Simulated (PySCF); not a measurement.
PySCF 2.14.0, TPSSH/def2-svp, df: Hg(I)2 ([I][Hg][I]), 3 atoms. The geometry is a generated start, not checked to be a minimum at this level.

| Quantity | Result |
|---|---|
| task | energy |
| method | tpssh |
| basis | def2-svp |
| two-electron scheme | density fitting |
| mol.max_memory | 3000 MB |
| mf.max_cycle | 100 |
| mf.conv_tol | 1e-09 (default) |
| mf.grids.level | 3 (default) |
| effective core potentials | those of the basis set, past Kr |
| basis functions | 84 |
| grid points | 67664 |

```xyz
3

Hg    -0.0002    -0.0005     0.0004
I     -0.2141     2.0199    -1.6102
I      0.2143    -2.0195     1.6098
```

Charge 0 and multiplicity 1 are set for this test and not shown to be the ground state.

With the defaults (mf.diis = true, mf.diis_space = 8, mf.damp = 0, mf.diis_start_cycle = 1, mf.init_guess = minao, mf.level_shift = 0, newton = off, mf.DIIS = CDIIS) it converges in 12 Fock builds. One run each on 2 threads, 1 BLAS thread, with these changes:
- newton = Hessian by the SCF's own integrals
- mf.init_guess = 1e
- mf.damp = 0.3, mf.diis_start_cycle = 4
- mf.diis_space = 20
- mf.diis = false
- mf.diis_space = 5
- mf.DIIS = EDIIS
- mf.diis_space = 12
- mf.level_shift = 0.3 Hartree

Name the settings that don't reach the solution of the defaults.

No convergence: mf.diis = false (the run ends without SCF convergence in 100 cycles). The rest reach the solution of the defaults.

```json
[
 {"setting": "the defaults", "Fock builds": "12", "end": "same solution"},
 {"setting": "mf.diis_space = 5", "Fock builds": "12", "end": "same solution"},
 {"setting": "mf.diis_space = 12", "Fock builds": "12", "end": "same solution"},
 {"setting": "mf.damp = 0.3, mf.diis_start_cycle = 4", "Fock builds": "12", "end": "same solution"},
 {"setting": "mf.diis_space = 20", "Fock builds": "12", "end": "same solution"},
 {"setting": "mf.level_shift = 0.3 Hartree", "Fock builds": "14", "end": "same solution"},
 {"setting": "mf.init_guess = 1e", "Fock builds": "22", "end": "same solution"},
 {"setting": "newton = Hessian by the SCF's own integrals", "Fock builds": "37", "end": "same solution"},
 {"setting": "mf.DIIS = EDIIS", "Fock builds": "84", "end": "same solution"},
 {"setting": "mf.diis = false", "Fock builds": "101", "end": "no convergence"}
]
```

Under newton the count holds the products with the orbital Hessian.
